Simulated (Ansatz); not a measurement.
Electronic density of states of amorphous In$_{9}$Ga$_{9}$Zn$_{9}$O$_{33}$N$_{2}$, density 5.98 g/cm³, on a 2×2×2 Γ-centred mesh with a Gaussian width of 0.1 eV; energies count from the Fermi level. Cell and mesh are small, so fine structure isn't converged. The numbers are results of PBE, scalar-relativistic without spin-orbit coupling (plane waves to 420 eV, PAW; Ansatz, a quantum-chemistry and plane-wave program), not measurements. Sampling: a 2×2×2 Γ-centred mesh; Fermi-Dirac width 0.02 eV; no spin polarisation. The levels at the Fermi energy are partly filled. A closed spacing in one fast-quenched cell at PBE doesn't show the material to be a metal.

The cell was made by melting and quenching with the CHGNet potential and then relaxed with DFT. O and N atoms were pushed apart under 1.9 Å during the dynamics, to hinder bonds among them. The hot cell started wider than the set density and was brought back towards it in steps. It is the lowest in DFT energy of 2 quenches. It is a model cell: composition and starting density were chosen by hand, and all elements were melted together. No dispersion term was used. Its density started from a set value of 5.98 and ended at 5.98 g/cm³. Cooling (nominally 260 K/ps over its main leg) ran many orders faster than in experiment, which tends to leave more defects and strain. Values belong to this one cell and scatter from quench to quench. The volume was held where the preparation left it and the shape relaxed, at a PBE pressure of 4.6 GPa. Stress components on the final sampling reach 5.2 GPa. On a 2×2×2 Γ-centred mesh force components of up to 0.24 eV/Å stay, since the relaxation ran on the zone centre alone. Cycles of charging lowered its energy after that relaxation.

(E - EF (eV), states/(eV atom)): (-12.00, 0.00); (-11.90, 0.00); (-11.80, 0.00); (-11.70, 0.00); (-11.60, 0.00); (-11.50, 0.00); (-11.40, 0.00); (-11.30, 0.00); (-11.20, 0.00); (-11.10, 0.00); (-11.00, 0.00); (-10.90, 0.00); (-10.80, 0.02); (-10.70, 0.13); (-10.60, 0.14); (-10.50, 0.03); (-10.40, 0.00); (-10.30, 0.00); (-10.20, 0.00); (-10.10, 0.00); (-10.00, 0.00); (-9.90, 0.00); (-9.80, 0.00); (-9.70, 0.00); (-9.60, 0.00); (-9.50, 0.00); (-9.40, 0.00); (-9.30, 0.03); (-9.20, 0.15); (-9.10, 0.26); (-9.00, 0.18); (-8.90, 0.16); (-8.80, 0.36); (-8.70, 0.48); (-8.60, 0.48); (-8.50, 0.38); (-8.40, 0.35); (-8.30, 0.41); (-8.20, 0.52); (-8.10, 0.54); (-8.00, 0.65); (-7.90, 0.82); (-7.80, 0.95); (-7.70, 1.08); (-7.60, 1.19); (-7.50, 1.21); (-7.40, 1.21); (-7.30, 1.24); (-7.20, 1.25); (-7.10, 1.27); (-7.00, 1.24); (-6.90, 1.24); (-6.80, 1.14); (-6.70, 0.92); (-6.60, 0.74); (-6.50, 0.65); (-6.40, 0.64); (-6.30, 0.65); (-6.20, 0.66); (-6.10, 0.67); (-6.00, 0.63); (-5.90, 0.57); (-5.80, 0.53); (-5.70, 0.59); (-5.60, 0.58); (-5.50, 0.57); (-5.40, 0.56); (-5.30, 0.63); (-5.20, 0.62); (-5.10, 0.63); (-5.00, 0.69); (-4.90, 0.64); (-4.80, 0.66); (-4.70, 0.70); (-4.60, 0.69); (-4.50, 0.68); (-4.40, 0.69); (-4.30, 0.73); (-4.20, 0.74); (-4.10, 0.77); (-4.00, 0.79); (-3.90, 0.75); (-3.80, 0.75); (-3.70, 0.77); (-3.60, 0.81); (-3.50, 0.86); (-3.40, 0.88); (-3.30, 0.80); (-3.20, 0.77); (-3.10, 0.75); (-3.00, 0.71); (-2.90, 0.73); (-2.80, 0.63); (-2.70, 0.36); (-2.60, 0.13); (-2.50, 0.13); (-2.40, 0.14); (-2.30, 0.06); (-2.20, 0.01); (-2.10, 0.00); (-2.00, 0.00); (-1.90, 0.00); (-1.80, 0.01); (-1.70, 0.05); (-1.60, 0.15); (-1.50, 0.19); (-1.40, 0.14); (-1.30, 0.06); (-1.20, 0.01); (-1.10, 0.00); (-1.00, 0.00); (-0.90, 0.00); (-0.80, 0.02); (-0.70, 0.02); (-0.60, 0.02); (-0.50, 0.04); (-0.40, 0.03); (-0.30, 0.02); (-0.20, 0.04); (-0.10, 0.08); (0.00, 0.09); (0.10, 0.09); (0.20, 0.09); (0.30, 0.07); (0.40, 0.09); (0.50, 0.11); (0.60, 0.10); (0.70, 0.10); (0.80, 0.10); (0.90, 0.13); (1.00, 0.15); (1.10, 0.13); (1.20, 0.17); (1.30, 0.17); (1.40, 0.13); (1.50, 0.18); (1.60, 0.17); (1.70, 0.19); (1.80, 0.22); (1.90, 0.22); (2.00, 0.22); (2.10, 0.22); (2.20, 0.25); (2.30, 0.28); (2.40, 0.25); (2.50, 0.20); (2.60, 0.20); (2.70, 0.24); (2.80, 0.30); (2.90, 0.32); (3.00, 0.32); (3.10, 0.29); (3.20, 0.28); (3.30, 0.30); (3.40, 0.34); (3.50, 0.33); (3.60, 0.27); (3.70, 0.28); (3.80, 0.29); (3.90, 0.33); (4.00, 0.37); (4.10, 0.34); (4.20, 0.37); (4.30, 0.34); (4.40, 0.29); (4.50, 0.32); (4.60, 0.34); (4.70, 0.32); (4.80, 0.26); (4.90, 0.24); (5.00, 0.31); (5.10, 0.32); (5.20, 0.30); (5.30, 0.29); (5.40, 0.27); (5.50, 0.26); (5.60, 0.27)
